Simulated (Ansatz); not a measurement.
A relaxation of cell and atoms of Hf (P6_3/mmc, 2 atoms in the cell) with Ansatz (a quantum-chemistry and plane-wave program).

Method: PBE-D3BJ (plane waves, PAW; Ansatz).

```
CELL_PARAMETERS angstrom
      3.16205     0.00000     0.00000
     -1.58103     2.73842     0.00000
      0.00000     0.00000     4.99711
ATOMIC_POSITIONS crystal
  Hf 0.33333 0.66667 0.25000
  Hf 0.66667 0.33333 0.75000
```

Reference input (self-consistent single point, DFT, PBE, plane waves, default PAW files): basis.ecutwfc = 420 eV; kpoints.mp_grid.grid = 12 12 7; hamiltonian.xc = pbe; hamiltonian.pseudopotentials = {kind: paw} (the program's default PAW files); scf.occupations.method = methfessel_paxton; scf.occupations.width = 0.136 eV. This run's input differs from it in these lines:

```diff
@@ -15,2 +15,3 @@
   xc: pbe
+  dispersion: d3bj
   pseudopotentials:
@@ -21,2 +22,4 @@
     width: 0.136
+relax:
+  cell: {}
 output:
```

Output, abridged:

```
   [... SCF lines of the steps left out ...]
relax step   1: F+E_penalty+E_count = -31443.63061139 eV  Δ(F+E_penalty+E_count) = +0.000e0 eV  max|allowed force component| = 2.498e-16 eV/Å  Δτ_max = 0.0000 Å  P = +1.172 GPa  Ω = 43.270 Å³  (6 SCF iters, dr2 threshold 1.00e-7 eV, accepted)
relax step   2: F+E_penalty+E_count = -31443.62820952 eV  Δ(F+E_penalty+E_count) = +2.402e-3 eV  max|allowed force component| = 2.683e-16 eV/Å  Δτ_max = 0.0000 Å  P = -1.708 GPa  Ω = 44.401 Å³  energy of the carried Pulay correction = -3.278e-4 eV  [...]
relax step   3: F+E_penalty+E_count = -31443.63211507 eV  Δ(F+E_penalty+E_count) = -1.504e-3 eV  max|allowed force component| = 2.961e-16 eV/Å  Δτ_max = 0.0000 Å  P = -0.024 GPa  Ω = 43.723 Å³  energy of the carried Pulay correction = -1.322e-4 eV  [...]
relax step   4: F+E_penalty+E_count = -31443.63224858 eV  Δ(F+E_penalty+E_count) = -1.335e-4 eV  max|allowed force component| = 3.238e-16 eV/Å  Δτ_max = 0.0000 Å  P = -0.024 GPa  Ω = 43.723 Å³  stress off target by 2.96e-2 GPa  SCF on the basis [...]
basis re-selected at this cell: Δ(F+E_penalty+E_count) = -1.335e-4 eV, ΔP = +0.000 GPa vs the last step
the relaxation is at rest under the 24 symmetry operations that the run kept from its start: a minimum is not shown …
Stability not checked (fill_not_monotonic)
Free energy (F): -31443.632249 eV
Internal energy: -31443.632533 eV  (E = F + TS)
   [... lines left out ...]
Fermi energy:    20.427621 eV
   [... lines left out ...]
to start a new deck from the relaxed geometry:
  cell:  # Å, volume = 43.7234 Å³
    - [3.171800071650864, 0.0, 0.0]
    - [-1.585900035825432, 2.746859437774951, 0.0]
    - [0.0, 0.0, 5.018479373137712]
  atoms:
    - { symbol: Hf, position: [0.33333333333333337, 0.6666666666666666, 0.24999999999999997] }
    - { symbol: Hf, position: [0.6666666666666667, 0.3333333333333333, 0.7499999999999999] }
```

The run converged. 

Summary of the result:
| Item | Result |
|---|---|
| Free energy E − TS (on the zero of these files) | -31443.6322 eV |
| Fermi level (on the code's own zero) | 20.43 eV |
| Pressure | -0.02 GPa |
| Dispersion energy | -0.923 eV |
| Final cell | a = b = 3.1718 Å, c = 5.0185 Å, α = β = 90.00°, γ = 120.00° |
| Final volume per atom | 21.86 Å³ |
| Relaxation steps | 4 |

The starting cell comes from a database of computed structures (which also holds hypothetical and non-ambient phases and stackings), without a prior relaxation at this level. Its lattice was rescaled by a random factor within 2.5 % of one. The relaxation keeps the symmetry of its start, so its end need not be a minimum. Ansatz's pressure includes its estimate of the finite-basis (Pulay) stress.

Keys are those of Ansatz 0.2.
